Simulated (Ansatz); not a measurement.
We consider NbAl₃ (I4/mmm, No. 139; cell taken from a computed entry), described by LDA (plane waves, PAW; Ansatz, a quantum-chemistry and plane-wave program).

Run with plane-wave cutoff 500 eV, 20×20×20 k mesh, Fermi–Dirac smearing 0.1 eV, no spin polarisation, scalar-relativistic PAW data made under PBE.

Computed at the level's own relaxed cell.

Question: Give the computed volume per atom, equilibrium lattice constant a and c axis length.

Answer: 
* **volume per atom**: 15.31 Å³/atom
* **equilibrium lattice constant a**: 3.793 Å
* **c axis length**: 8.510 Å

The run finds no gap.

Note: the relaxation could not lower the start's symmetry, so the cell can be a saddle point above a distorted one.
